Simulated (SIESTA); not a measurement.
Worked example: self-consistent single point of CaAg2Ge2 (I4mm, 5 atoms in the cell) in SIESTA.

Method of the run: LDA PW92, numerical atomic orbitals TZP, PseudoDojo LDA standard norm-conserving potentials (rewritten from UPF to PSML) (SIESTA).

```
CELL_PARAMETERS angstrom
     -2.14959     2.14959     5.42914
      2.14959    -2.14959     5.42914
      2.14959     2.14959    -5.42914
ATOMIC_POSITIONS crystal
  Ca 0.00460 0.00460 0.00000
  Ag 0.25000 0.75000 0.50000
  Ag 0.75000 0.25000 0.50000
  Ge 0.39031 0.39031 0.00000
  Ge 0.60969 0.60969 0.00000
```

Reference input (self-consistent single point, DFT, LDA PW92, numerical atomic orbitals TZP, PseudoDojo LDA standard norm-conserving potentials (rewritten from UPF to PSML)): XC.functional = LDA; XC.authors = PW92; potentials = PseudoDojo LDA standard; PAO.BasisSize = TZP; PAO.EnergyShift = 0.01 Ry; MeshCutoff = 350 Ry; kgrid.MonkhorstPack = 5 5 5; OccupationFunction = MP; OccupationMPOrder = 0; ElectronicTemperature = 0.1 eV; MaxSCFIterations = 150; SCF.Mixer.Method = Pulay. This run's input differs from it in these lines:

```diff
@@ -44,3 +44,6 @@
 SCF.Mixer.History            8
-SCF.DM.Tolerance             1.0E-05
+SCF.DM.Converge              false
+SCF.H.Converge               false
+SCF.FreeE.Converge           true
+SCF.FreeE.Tolerance          1.0E-03 eV
 Diag.ParallelOverK           true
```

Output (repeated stretches shortened):

```
        iscf     Eharris(eV)        E_KS(eV)     FreeEng(eV)     dDmax    Ef(eV) dHmax(eV)
   scf:    1   -14204.905610   -14300.130678   -14300.145328  2.597877 -1.704258 29.001930
   scf:    2   -14350.133380   -14338.526742   -14338.544107  1.195490 -3.411766  2.984897
   scf:    3   -14339.392531   -14339.000633   -14339.016968  0.106892 -3.477461  2.137718
   scf:    4   -14339.300159   -14339.203861   -14339.219981  0.114706 -3.537300  0.696557
   scf:    5   -14339.212257   -14339.211039   -14339.227352  0.036973 -3.522483  0.198559
   scf:    6   -14339.213346   -14339.212328   -14339.228632  0.003020 -3.526398  0.101477
   scf:    7   -14339.211889   -14339.212593   -14339.228923  0.007560 -3.533637  0.075977
SCF Convergence by FreeE criterion
|FreeE_i-FreeE_(i-1)| (eV) <     0.00100000
max |DM_out - DM_in|         :     0.0075600879
max |H_out - H_in|      (eV) :     0.0759772986
SCF cycle converged after 7 iterations

Using DM_out to compute the final energy and forces

siesta: E_KS(eV) =           -14339.2126

siesta: E_KS - E_eggbox =    -14339.2126

siesta: Atomic forces (eV/Ang):
     1    0.000029    0.000029   -0.170937
     2   -0.000024    0.000053    0.063865
     3    0.000053   -0.000024    0.063865
     4    0.000145    0.000145   -0.729530
     5   -0.000000   -0.000000    0.772679
   Tot    0.000203    0.000203   -0.000058
   Max    0.772679
   Res    0.278882    sqrt( Sum f_i^2 / 3N )
   Max    0.772679    constrained

   [... lines left out ...]
siesta: FreeEng =    -14339.228923
siesta: Cell volume =        100.346385 Ang**3
siesta:         -14.19590985        -26.76449133  kBar
   [... lines left out ...]
             -0.278   0.404   0.273   0.404   2.009   2.007   2.002   2.007

              2.001   0.104   0.136   0.114   0.136   0.096

mulliken: Qtot =       76.000

Mulliken Atomic Populations:
Atom #   charge [q] valence [e]  Species
     1     0.547942    9.452058  Ca
     2     0.348962   18.651038  Ag
     3     0.348962   18.651038  Ag
     4    -0.599629   14.599629  Ge
     5    -0.646238   14.646238  Ge
 Total    -0.000000
```

The run converged in 7 iterations. Against the reference run the free energy stays essentially unchanged (within 1 meV/atom), the pressure moves little (-1.46 to -1.42 GPa) and the largest force goes from 0.791 to 0.773 eV/Å.

The starting cell comes from a database of computed structures (which also holds hypothetical and non-ambient phases and stackings), without a prior relaxation at this level. Its lattice was rescaled by up to half a per cent. One atom was moved a little off its site on purpose. Values carry the incompleteness of an atom-centred basis.

Cost on one core of a shared machine: roughly 40 s.
